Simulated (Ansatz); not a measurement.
Levels about the gap of amorphous Si30N44Zr3 (77 atoms in a cell of 872 Å³, 3.30 g/cm³; zone centre alone, so wide bands show as single levels with stretches between that a denser mesh fills), at the geometry that PBE relaxed, where it gives 2.5 GPa on a denser mesh. The participation number counts the atoms over which a state spreads; weights are charges in smoothed Voronoi cells. The levels come from a single point, so bond lengths are those of that geometry. Method of the levels: r2SCAN, scalar-relativistic without spin-orbit coupling (Ansatz, an electronic-structure program). Sampling: the zone centre alone; Fermi-Dirac width 0.01 eV; collinear spin, started from moments on atoms (the moments died out). At PBE the levels at the filled edge of the gap are localised (band-tail or defect states), and the nearest spread-out levels lie 1.8 eV apart at the zone centre.

Preparation: random packing, a CHGNet melt and quench, and a DFT relaxation. N atoms were pushed apart under 1.9 Å during the dynamics, to hinder bonds among them. The hot cell started wider than the set density and was brought back towards it in steps. It is the lowest in DFT energy of 2 quenches. It is a model cell: composition and starting density were chosen by hand, and all elements were melted together. No dispersion term was used. Its density started from a set value of 3.30 and ended at 3.30 g/cm³. The simulated quench (nominally 380 K/ps over its main leg) is rapid and tends to freeze in more defects than a deposited or slowly cooled glass has. Values belong to this one cell and scatter from quench to quench. The volume was held where the preparation left it, at a PBE pressure of 2.5 GPa. Stress components on the final sampling reach 4.4 GPa.

| E - E(highest filled), eV | filling | spin | participation number | largest on | weight N | weight Zr | weight Si |
|---|---|---|---|---|---|---|---|
| -0.93 | filled | dn | 15.5 | N, 3 neighbours | 0.89 | 0.02 | 0.09 |
| -0.81 | filled | dn | 14.7 | N, 3 neighbours | 0.89 | 0.01 | 0.10 |
| -0.81 | filled | up | 14.7 | N, 3 neighbours | 0.89 | 0.01 | 0.10 |
| -0.64 | filled | dn | 6.8 | N, 2 neighbours | 0.88 | 0.01 | 0.11 |
| -0.64 | filled | up | 6.8 | N, 2 neighbours | 0.88 | 0.01 | 0.11 |
| 0.00 | filled | dn | 2.6 | N, 2 neighbours | 0.88 | 0.01 | 0.11 |
| 0.00 | filled | up | 2.6 | N, 2 neighbours | 0.88 | 0.01 | 0.11 |
| 1.19 | empty | up | 6.3 | Zr, 6 neighbours | 0.33 | 0.54 | 0.12 |
| 1.19 | empty | dn | 6.3 | Zr, 6 neighbours | 0.33 | 0.54 | 0.12 |
| 1.78 | empty | dn | 5.1 | Zr, 6 neighbours | 0.36 | 0.45 | 0.18 |
| 1.78 | empty | up | 5.1 | Zr, 6 neighbours | 0.36 | 0.45 | 0.18 |
| 2.10 | empty | dn | 12.3 | Si, 3 neighbours | 0.42 | 0.25 | 0.33 |
| 2.10 | empty | up | 12.3 | Si, 3 neighbours | 0.42 | 0.25 | 0.33 |
| 2.19 | empty | dn | 6.9 | Zr, 6 neighbours | 0.36 | 0.44 | 0.20 |

Most localised among these is the filled level at -0.00 eV, on a N atom, which has 2 neighbours (Si 1.65 Å, Si 1.69 Å).
